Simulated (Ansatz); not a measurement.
Start from ZnSnO3 (space group R3c, No. 161; a = 5.2780 Å, c = 14.0092 Å (hexagonal axes)).

Computed with Ansatz (a program for electronic structure), PBEsol, PAW, cutoff 420 eV, without spin-orbit coupling, earlier PAW set.

One change was made to it. Results:

| quantity | base | after |
|---|---|---|
| lattice parameter a | 9.974 bohr | 9.881 bohr |
| valence-band top at Γ (three highest levels, from the VBM) | 0.00, 0.00, -0.59 eV | 0.00, 0.00, -0.65 eV |
| band gap | 1.24 eV | 1.46 eV |
| c/a ratio | 2.654 | 2.634 |

Q: Name the change that was made.
(A) pressure −2 GPa
(B) pressure 7 GPa
(C) pressure 30 GPa
(D) pressure −1 GPa
(E) pressure 3 GPa

A: B, pressure 7 GPa. For comparison, the band gap in the other runs: pressure −1 GPa gives 1.21 eV; pressure 30 GPa gives 1.96 eV; pressure −2 GPa gives 1.17 eV; pressure 3 GPa gives 1.34 eV.

Load acts through the strain it causes; cell and atoms are relaxed under it. Stability against distortions was not tested. No other phases were tried under pressure.
